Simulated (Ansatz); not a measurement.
A calculation on rock-salt TaC returned lattice constant a 4.474 Å, bulk modulus 324 GPa.

For reference: lattice constant a 4.456 Å (measured, 300 K, no zero-point or thermal correction; as tabulated in Wikipedia's data pages); bulk modulus 305 ± 5 GPa (measured, room temperature, not corrected to a static lattice, our sources range from 305 to 345; as tabulated in Speziale et al., equation of state of TaC (DESY record 425561)).

### Question
Which level of theory produced these numbers?
A. PBE0 (Ansatz, a quantum-chemistry and plane-wave program)
B. PBE+SOC (Ansatz)
C. HSE06 (Ansatz)
D. Hartree–Fock (Ansatz)

### Answer
B, PBE+SOC (Ansatz)

The others give: PBE0 4.448 Å, 354 GPa; HSE06 4.448 Å, 352 GPa; Hartree–Fock 4.493 Å, 358 GPa.

Unless a cell is named, each level is at its own relaxed cell (Hartree–Fock 11.34, HSE06 11.00, PBE+SOC 11.19, PBE0 11.00 Å³/atom).

Ansatz's density-functional and Hartree–Fock values are scalar-relativistic unless marked +SOC, with PAW data made under PBE.
